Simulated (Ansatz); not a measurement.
Seebeck coefficient (μV/K, mean over directions) of n-type YN (Fm-3m) against carrier density, Ansatz (an electronic-structure program) with HSE06, rigid bands. Computed gap 1.05 eV; densities at which minority carriers matter at this gap, or further valleys turn the trend, are left out. Conductivity mass 0.24 mₑ (harmonic mean over directions), N_c = 1.4e19 cm⁻³ at 300 K.

```json
[
 {"electron density": "1e16 cm⁻³", "300 K": "-834", "500 K": "-901"},
 {"electron density": "1e17 cm⁻³", "300 K": "-636", "500 K": "-703"},
 {"electron density": "1e18 cm⁻³", "300 K": "-438", "500 K": "-505"},
 {"electron density": "3e18 cm⁻³", "300 K": "-344", "500 K": "-411"},
 {"electron density": "1e19 cm⁻³", "300 K": "[?]", "500 K": "-309"},
 {"electron density": "3e19 cm⁻³", "300 K": "-161", "500 K": "[?]"},
 {"electron density": "1e20 cm⁻³", "300 K": "-87", "500 K": "-132"},
 {"electron density": "3e20 cm⁻³", "300 K": "-45", "500 K": "-73"},
 {"electron density": "1e21 cm⁻³", "300 K": "-22", "500 K": "[?]"}
]
```

Problem. Fill in the missing entries.

Solution. 
- 1e19 cm⁻³, 300 K: -245
- 3e19 cm⁻³, 500 K: -219
- 1e21 cm⁻³, 500 K: -36

Rigid bands with a gap fixed in temperature, one relaxation time for all states, no polarons or phonon drag, and whether or not such doping can be reached. Spin-orbit coupling is left out. Geometry: cell and atoms relaxed with PBEsol.
